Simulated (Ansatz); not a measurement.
Here is the system:

```
TiC
1.0
    0.00000     2.15248     2.11555
    2.15248     0.00000     2.11555
    2.15248     2.15248     0.00000
C Ti
1 1
Direct
  0.00000   0.00000   0.00000
  0.50000   0.50000   0.50000
```

No spin polarisation.

A single point on TiC with a change (uniaxial stress, 8 GPa compression along z), its geometry relaxed with PBEsol.

All numbers come from r2SCAN/PAW in Ansatz (a quantum-chemistry and plane-wave program), no spin-orbit coupling. Γ-centred 23×23×23 mesh, Fermi–Dirac width 0.1 eV.

Problem. Predict the pressure.

Solution. 9.5 GPa.

Problem. What band gap does the calculation give?

Solution. Zero.

Single points use the geometry relaxed with PBEsol. Load acts through the strain it causes; cell and atoms are relaxed under it. Stability under load was not tested beyond the relaxation. The final runs are not spin-polarised. The cell was made from TiC in the rock salt structure (space group Fm-3m, No. 225) by this change: uniaxial stress, 8 GPa compression along z.
